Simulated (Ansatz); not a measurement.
ZrSi2 (Cmcm, No. 63) was calculated with r²SCAN in Ansatz (PAW).

Run with plane-wave cutoff 600 eV, 16×16×16 k mesh, Fermi–Dirac smearing 0.059 eV (set by the program), scalar-relativistic PAW data made under PBE.

Computed at the level's own relaxed cell.

Elastic tensor (GPa, Voigt notation, ions relaxed):

```
  249.4    76.4    85.1     0.0     0.0     0.0
   76.4   185.9    69.1     0.0     0.0     0.0
   85.1    69.1   296.1     0.0     0.0     0.0
    0.0     0.0     0.0   109.3     0.0     0.0
    0.0     0.0     0.0     0.0   124.0     0.0
    0.0     0.0     0.0     0.0     0.0   115.3
```

**Question.** Work out the Voigt, Reuss and Hill averages of the bulk and shear moduli, Young's modulus and Poisson's ratio from the printed constants.

**Answer.** K_V = [C11 + C22 + C33 + 2(C12 + C13 + C23)]/9 = [731.4 + 2 × 230.6]/9 = 132.5 GPa. G_V = [731.4 − 230.6 + 3 × 348.6]/15 = 103.1 GPa. From the compliances S = C⁻¹, K_R = 127.3 and G_R = 98.0 GPa. Hill means: K = 129.9, G = 100.5 GPa. E = 9KG/(3K + G) = 240 GPa, ν = (3K − 2G)/(6K + 2G) = 0.19, K/G = 1.29.

Note: the relaxation could not lower the start's symmetry, so the cell can be a saddle point above a distorted one.

The computed numbers hold no vibrational or temperature effects.

Ansatz is a quantum-chemistry and plane-wave program.
